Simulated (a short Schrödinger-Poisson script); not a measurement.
## Gated Al0.4Ga0.6As/GaAs δ-doped gas

Structure: gated Al0.4Ga0.6As/GaAs δ-doped gas, at 300 K.

```tsv
layer	material	thickness (nm)	Na (cm⁻³)
1	Al0.4Ga0.6As	15	-
2	Al0.4Ga0.6As	5	-
3	GaAs	6000	6e15
```

The device is made up for the run: typed textbook-type constants, with dimensions and the other settings drawn at random. Al0.4Ga0.6As: permittivity 11.76, conduction-band edge (eV) 0.316, gap (eV) 1.923, electron mass (mₑ) 0.1002, Nv at 300 K (cm⁻³) 9e18. GaAs: permittivity 12.9, conduction-band edge (eV) 0, gap (eV) 1.424, Nv at 300 K (cm⁻³) 9e18.

Channel valleys (confinement mass, in-plane density-of-states mass, number): Γ 0.067, 0.067, 1. At the gate the conduction-band edge of layer 1 lies 1.07 eV − eVg above the Fermi level of the channel; the field vanishes at the back. Sheet of ionised δ-doping: +2.9e12 e/cm² at 15 nm from the gate. The barrier under the gate holds no holes. Gaps are held at their typed values at every temperature. Mesh 0.08 nm at interfaces.

From a short Schrödinger-Poisson script (our own, NumPy): 1D Poisson equation in equilibrium, electrons quantum, Hartree (BenDaniel-Duke, 40 states a valley, the channel's in-plane mass for all, wave functions free to enter the barrier), parabolic valleys, classical holes, full ionisation, no traps, pinning or gate leakage.

```tsv
Vg (V)	electrons (cm⁻²)	in the channel layer	C (μF/cm²)	Γ E0 (meV)	Γ E1 (meV)
0.5	7.42e11	7.23e11	0.403	-6.1	47.3
0.45	6.18e11	6.04e11	0.394	0.8	52.1
0.4	4.97e11	4.87e11	0.382	8.4	57.6
0.35	3.81e11	3.74e11	0.366	17.3	64.3
0.3	2.72e11	2.67e11	0.342	27.9	72.8
0.25	1.72e11	1.69e11	0.304	41.5	84.2
0.2	8.80e10	8.69e10	0.241	60.3	101.0
0.15	3.13e10	3.09e10	0.142	88.1	127.3
0.1	7.08e9	7.00e9	0.0572	127.1	165.3
0.05	1.24e9	1.23e9	0.0284	172.4	209.9
0	2.04e8	2.02e8	0.0232	219.3	256.2
-0.05	3.32e7	3.28e7	0.0228	266.5	302.8
-0.1	5.41e6	5.36e6	0.0232	313.6	349.3
```

Gate voltages with under 1e6 electrons/cm² are left out.

Subbands count from the Fermi level.
